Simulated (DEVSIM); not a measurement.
Structure: TaN/SiO2/p-Si capacitor, at 300 K.

| layer (left to right) | material | thickness (nm) | Na (cm⁻³) |
|---|---|---|---|
| 1 | SiO2 | 27.0 | - |
| 2 | Si | 4100 | 2e16 |

Metal gate on the left, work function 4.4 eV. Fixed charge at the semiconductor interface -9.1e11 cm⁻² (in units of +e); interface traps 1.6e11 cm⁻² eV⁻¹, uniform in energy, neutral level at 0.3 of the gap above the valence band.

The device is made up for the run: typed textbook-type constants, with dimensions and the other settings drawn at random. Values at 300 K.

```csv
parameter,SiO2,Si
gap (eV),9,1.124
affinity (eV),0.9,4.05
permittivity,3.9,11.7
Nc (cm⁻³),-,2.86e19
Nv (cm⁻³),-,3.1e19
```

Model (solved in DEVSIM): 1D Poisson equation in equilibrium, Boltzmann statistics, complete ionisation; no quantum confinement or tunnelling. Metal contacts follow the ideal Schottky-Mott rule: no Fermi-level pinning, no interface dipoles.

Give the band bending (positive: bands bend down) and minority sheet density.


```json
[
 {"Vg (V)": "-3.4", "ψs (V)": "-0.185", "minority carriers (cm⁻²)": "< 1e8"},
 {"Vg (V)": "-2.8", "ψs (V)": "-0.177", "minority carriers (cm⁻²)": "< 1e8"},
 {"Vg (V)": "-2.2", "ψs (V)": "-0.166", "minority carriers (cm⁻²)": "< 1e8"},
 {"Vg (V)": "-1.6", "ψs (V)": "-0.153", "minority carriers (cm⁻²)": "< 1e8"},
 {"Vg (V)": "-1", "ψs (V)": "-0.135", "minority carriers (cm⁻²)": "< 1e8"},
 {"Vg (V)": "-0.4", "ψs (V)": "-0.108", "minority carriers (cm⁻²)": "< 1e8"},
 {"Vg (V)": "0.2", "ψs (V)": "-0.058", "minority carriers (cm⁻²)": "< 1e8"},
 {"Vg (V)": "0.8", "ψs (V)": "0.091", "minority carriers (cm⁻²)": "< 1e8"},
 {"Vg (V)": "1.4", "ψs (V)": "0.402", "minority carriers (cm⁻²)": "< 1e8"},
 {"Vg (V)": "2", "ψs (V)": "0.760", "minority carriers (cm⁻²)": "1.3e10"},
 {"Vg (V)": "2.6", "ψs (V)": "0.857", "minority carriers (cm⁻²)": "3.8e11"},
 {"Vg (V)": "3.2", "ψs (V)": "0.885", "minority carriers (cm⁻²)": "8.2e11"},
 {"Vg (V)": "3.8", "ψs (V)": "0.902", "minority carriers (cm⁻²)": "1.3e12"},
 {"Vg (V)": "4.4", "ψs (V)": "0.915", "minority carriers (cm⁻²)": "1.8e12"},
 {"Vg (V)": "5", "ψs (V)": "0.926", "minority carriers (cm⁻²)": "2.2e12"}
]
```
